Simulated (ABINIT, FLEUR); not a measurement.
A FLEUR input for a self-consistent single point of Al2Au (Fm-3m, 3 atoms in the cell) (DFT, PBEsol, all-electron FLAPW (FLEUR), scalar-relativistic valence):

Input of the input generator:

```
Al2Au
&input film=f /
-0.0000000000 3.0296560000 3.0296560000
3.0296560000 -0.0000000000 3.0296560000
3.0296560000 3.0296560000 0.0000000000
1.8897261246
1.0 1.0 1.0

3
13 0.2500000000 0.2500000000 0.2500000000
13 0.7500000000 0.7500000000 0.7500000000
79 0.0000000000 0.0000000000 0.0000000000

&comp jspins=1 /
&exco xctyp='PBEs' /
&kpt div1=6 div2=6 div3=6 gamma=t /
&end /
```

```xml
<?xml version="1.0" encoding="UTF-8" standalone="no"?>
<fleurInput fleurInputVersion="0.39">
   <comment>
      Al2Au                                                                                               
   </comment>
   <calculationSetup>
      <cutoffs Kmax="4.4" Gmax="13.2" GmaxXC="13.2" numbands="0"/>
      <scfLoop itmax="80" minDistance="0.00001" maxIterBroyd="99" imix="Anderson" alpha="0.05" precondParam="0.0" spinf="2.0"/>
      <coreElectrons ctail="T" frcor="F" kcrel="0" coretail_lmax="0"/>
      <xcFunctional name="PBEs" relativisticCorrections="F"/>
      <magnetism jspins="1"/>
      <soc l_soc="F" theta="0.0" phi="0.0" spav="F"/>
      <expertModes spex="0" secvar="F"/>
      <geometryOptimization l_f="T" forcealpha="1.0" forcemix="BFGS" epsdisp="0.00001" epsforce="0.00001"/>
      <ldaU l_linMix="F" mixParam="0.05" spinf="1.0"/>
   </calculationSetup>
   <cell>
      <bzIntegration valenceElectrons="23.0" mode="hist" fermiSmearingEnergy="0.00367493">
         <kPointListSelection listName="default-1"/>
         <!-- k-points included here -->
         <xi:include xmlns:xi="http://www.w3.org/2001/XInclude" href="kpts.xml"> </xi:include>
      </bzIntegration>
      <!-- symmetry operations included here -->
      <xi:include xmlns:xi="http://www.w3.org/2001/XInclude" href="sym.xml"> </xi:include>
      <bulkLattice scale="1.0">
         <bravaisMatrix>
            <row-1>    0.0000000000000000     5.7252200917511376     5.7252200917511376</row-1>
            <row-2>    5.7252200917511376     0.0000000000000000     5.7252200917511376</row-2>
            <row-3>    5.7252200917511376     5.7252200917511376     0.0000000000000000</row-3>
         </bravaisMatrix>
      </bulkLattice>
   </cell>
   <atomSpecies>
      <species name="Aluminum (Al)" element="Al" atomicNumber="13">
         <mtSphere radius="1.83" gridPoints="631" logIncrement="0.018"/>
         <atomicCutoffs lmax="8" lnonsphr="6"/>
         <electronConfig flipSpins="F">
            <coreConfig>(1s1/2) (2s1/2) (2p1/2) (2p3/2)</coreConfig>
            <valenceConfig>(3s1/2) (3p1/2) (3p3/2)</valenceConfig>
            <stateOccupation state="(3p1/2)" spinUp="0.1666666666667" spinDown="0.1666666666667"/>
            <stateOccupation state="(3p3/2)" spinUp="0.3333333333333" spinDown="0.3333333333333"/>
         </electronConfig>
         <energyParameters s="3" p="3" d="3" f="4"/>
      </species>
      <species name="Gold (Au)" element="Au" atomicNumber="79">
         <mtSphere radius="2.68" gridPoints="925" logIncrement="0.015"/>
         <atomicCutoffs lmax="10" lnonsphr="8"/>
         <electronConfig flipSpins="F">
            <coreConfig>(1s1/2) (2s1/2) (2p1/2) (2p3/2) (3s1/2) (3p1/2) (3p3/2) (4s1/2) (3d3/2) (3d5/2) (4p1/2) (4p3/2) (5s1/2) (4d3/2) (4d5/2) (4f5/2) (4f7/2)</coreConfig>
            <valenceConfig>(5p1/2) (5p3/2) (6s1/2) (5d3/2) (5d5/2)</valenceConfig>
            <stateOccupation state="(6s1/2)" spinUp="0.5" spinDown="0.5"/>
         </electronConfig>
         <energyParameters s="6" p="6" d="5" f="5"/>
         <lo type="SCLO" l="1" n="5" eDeriv="0"/>
         <lo type="HELO" l="2" n="6" eDeriv="0"/>
      </species>
   </atomSpecies>
   <atomGroups>
      <atomGroup species="Aluminum (Al)">
         <relPos label="                   1">1.000/4.000 1.000/4.000 1.000/4.000</relPos>
         <relPos label="                   2">-1.000/4.000 -1.000/4.000 -1.000/4.000</relPos>
         <force calculate="T" relaxXYZ="TTT"/>
      </atomGroup>
      <atomGroup species="Gold (Au)">
         <relPos label="                   3">.0000000000 .0000000000 .0000000000</relPos>
         <force calculate="T" relaxXYZ="TTT"/>
      </atomGroup>
   </atomGroups>
   <output dos="F" band="F" slice="F">
      <checks vchk="F" cdinf="F"/>
      <bandDOS minEnergy="-.5*Htr" maxEnergy="0.5*Htr" sigma="0.015" storeEVData="T"/>
      <vacuumDOS vacdos="F" integ="F" star="F" nstars="0" locx1="0.0" locy1="0.0" locx2="0.0" locy2="0.0" nstm="0" tworkf="0.0"/>
      <unfoldingBand unfoldBand="F" supercellX="1" supercellY="1" supercellZ="1"/>
      <plotting iplot="0" polar="F">
         <plot TwoD="T" vec1="  1.0  0.0  0.0" vec2="  0.0  1.0  0.0" vec3="  0.0  0.0  1.0" zero="  0.0  0.0  0.0" file="plot"/>
      </plotting>
      <chargeDensitySlicing numkpt="0" minEigenval="0.0" maxEigenval="0.0" nnne="0" pallst="F"/>
      <specialOutput eonly="F"/>
      <magneticCircularDichroism mcd="F" energyLo="-10.0" energyUp="0.0"/>
   </output>
  <!-- We include the file relax.xml here to enable relaxations (see documentation) -->
  <xi:include xmlns:xi="http://www.w3.org/2001/XInclude" href="relax.xml"> <xi:fallback/> </xi:include>
</fleurInput>
```

**Question.** Translate this input to ABINIT.

**Answer.** One input that does it (others would too):

```
# Al2Au, JTH v2.0 PBE PAW
pp_dirpath "./"
pseudos "Al.GGA_PBE-JTH.xml, Au.GGA_PBE-JTH.xml"
acell 3*1.0 Angstrom
rprim
        -0.0000000000    3.0296560000    3.0296560000
         3.0296560000   -0.0000000000    3.0296560000
         3.0296560000    3.0296560000    0.0000000000
natom 3
ntypat 2
znucl 13 79
typat 1 1 2
xred
         0.2500000000    0.2500000000    0.2500000000
         0.7500000000    0.7500000000    0.7500000000
         0.0000000000    0.0000000000    0.0000000000
ecut 52 Ry
pawecutdg 104 Ry
pawxcdev 0
ixc -116133
occopt 3
tsmear 0.00367493
nband 14
kptopt 1
ngkpt 6 6 6
nshiftk 1
shiftk 0 0 0
nstep 50
tolvrs 1.0e-10
prtwf 0
prtden 0
```

Basis settings and potentials, where a program has them, do not carry over. This input uses DFT, PBEsol, plane waves, PAW (JTH v2.0 PBE PAW, files made for PBE).

The starting cell comes from a database of computed structures (which also holds hypothetical and non-ambient phases and stackings), without a prior relaxation at this level. Its lattice was rescaled by a random factor within 2.5 % of one.
